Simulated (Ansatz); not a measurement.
Results of PBE-D3(BJ) (PAW; Ansatz, a first-principles code) for 1T (CdI2-type) PtTe2.

Task: What does this level give for the interlayer binding energy, layer repeat distance and gap between the layers?

Result: 
- interlayer binding energy: 50.8 meV/Å²
- layer repeat distance: 5.092 Å
- gap between the layers: 2.372 Å

Spin–orbit coupling is not included.

Static lattice: no zero-point or thermal effects.

Cost on a shared machine: very roughly 2.8 core-minutes.
